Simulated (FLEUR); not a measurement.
**Equation of state of rock-salt SrTe (space group 225): energy against volume (FLEUR, LDA)**

```
SrTe
1.0
    0.00000     3.20049     3.20049
    3.20049     0.00000     3.20049
    3.20049     3.20049     0.00000
Sr Te
1 1
Direct
  0.00000   0.00000   0.00000
  0.50000   0.50000   0.50000
```

Computed with LDA (Perdew-Zunger), all-electron FLAPW (FLEUR), scalar-relativistic valence run with FLEUR. Settings: Kmax = 4.33 1/bohr; GmaxXC = 17.3 1/bohr; xcFunctional = pz; jspins = 1; l_soc = F; mode = hist; fermiSmearingEnergy = 0.00036749 Htr; mesh (inpgen div1-3) = 9 9 9; inpgen gamma flag = false; Gmax = 17.3 1/bohr; numbands = 0; maxIterBroyd = 25; imix = Anderson; alpha = 0.05; precondParam = 0; minDistance = 1e-05 me/bohr^3. The cell above is the first row's. The rows scale it uniformly. In all rows fractional positions and the k mesh are held. E is the free energy at the stated smearing, counted from the lowest row.

| V (Å^3/atom) | E (meV/atom) |
|---|---|
| 32.783 | 15.60 |
| 33.496 | 6.18 |
| 34.208 | 1.14 |
| 34.921 | 0.00 |
| 35.634 | 2.38 |
| 36.346 | 7.92 |
| 37.059 | 16.28 |
| 37.772 | 27.20 |
| 38.484 | ? |

### Question
Using the third-order Birch-Murnaghan form, a cubic in V^(-2/3), estimate the missing E at V = 38.484 from the other rows, showing the fit.

### Answer
With u = V^(-2/3) - 0.0931, the rows have u = 0.0045265, 0.0031361, 0.0017961, 0.0004999, -0.0007528, -0.0019628, -0.0031356, -0.0042713. Least squares gives E = 0.544 - 1627.3·u + 1087009·u² + 1623439·u³. Residuals (row less fit): -0.001, -0.002, 0.003, -0.002, -0.004, 0.006, -0.004, 0.000; standard error 0.005 (degrees of freedom: 4). Its minimum lies at u = 0.0007473, so V0 = (0.0938473)^(-3/2) = 34.78. There d²E/du² = 2181000 and d³E/du³ = 9741000, so B0 = (4/9) × 34.78^(-7/3) × 2181000 × 0.160218 = 39.3 GPa (the last factor turns the table's units into GPa), and B0' = 4 + (2/3) × 0.0938473 × (9741000)/2181000 = 4.3. At the withheld row, u = -0.0053703, so E = 0.544 - 1627.3 × (-0.0053703) + 1087009 × (-0.0053703)² + 1623439 × (-0.0053703)³ = 40.381 meV/atom. The calculation gives 40.40 meV/atom, 0.019 meV/atom above the prediction (under 0.05 % of the range of E in the table). The row lies outside the fitted rows, so this is an extrapolation. From the scatter of the fitted rows alone, a prediction at this place has a standard error of 0.012 meV/atom, so the miss is 1.6 times that.

Carrying the step between the two nearest rows on in a straight line would have given 38.10, off by 2.30; series whose last step already gives the withheld value aren't shown. The scan was laid around a cell of about the measured size, scaled by a guess for this functional. The runs keep the symmetry of the cell, so they don't test it for distortions. Values depend on the basis (sphere radii, cutoffs, local orbitals), which need not be converged. Spin-orbit coupling is off. Cutoffs and mesh are single choices, not tested for convergence of this quantity. Series with a scatter that would blur these digits, or in which a gap closes, are not shown. Nor are scans whose minimum lies at an end fitted in this form.
